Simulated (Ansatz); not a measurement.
Base system: Pt in the fcc (Cu type) structure (space group Fm-3m, No. 225; a = 3.895 Å; relaxed with 0.1 eV smearing). Axes: x, y, z lie along the cube axes.

Level of theory: LDA in Ansatz (plane waves to 420 eV, PAW, scalar-relativistic without spin-orbit coupling).

For the base:

```
Quantity            Value
---------------  --------
Pressure          0.0 GPa
Volume per atom  14.78 Å³
```

The change: compressive biaxial strain of 1.67 % in the plane normal to [111], as in epitaxy on a mismatched substrate; the out-of-plane cell vector and the atoms relax.

**Question.** What happens to the pressure, volume per atom and energy relative to the base?

**Answer.** The pressure (mean of the normal stresses, compression positive) goes from zero to 4.9 GPa; the volume per atom shrinks by 0.21 Å³ (14.78 Å³ → 14.57 Å³); the energy increases by 11 meV/atom.

Stability against distortions was not tested. The final runs are not spin-polarised.

Ansatz is a first-principles code.
